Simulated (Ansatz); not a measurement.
Take TiB₂ (space group P6/mmm, No. 191; relaxed with 0.1 eV smearing) as the base.

```xyz
3
Lattice="3.0322 0.0000 0.0000 -1.5161 2.6260 0.0000 0.0000 0.0000 3.2237" Properties=species:S:1:pos:R:3 pbc="T T T"
Ti     0.0000     0.0000     0.0000
B      0.0000     1.7507     1.6119
B      1.5161     0.8753     1.6119
```

Cartesian axes are those of the cell as printed.

Calculations: Ansatz (an electronic-structure program) PBE, without spin-orbit coupling, earlier PAW set.

For the base:

| Quantity | Value |
|---|---|
| Pressure | 0.0 GPa |

Perturbation: biaxial strain −2.21 %, plane normal [001], relaxed out of plane (Cartesian); in-plane vectors clamped, the third vector and the atoms free.

Q: How does this affect the pressure and out-of-plane strain?

A: The pressure (mean of the normal stresses, compression positive) goes from zero to 10.8 GPa; the out-of-plane strain comes out as +1.02 %.

Whether these cells are dynamically stable was not tested. The final runs are not spin-polarised.
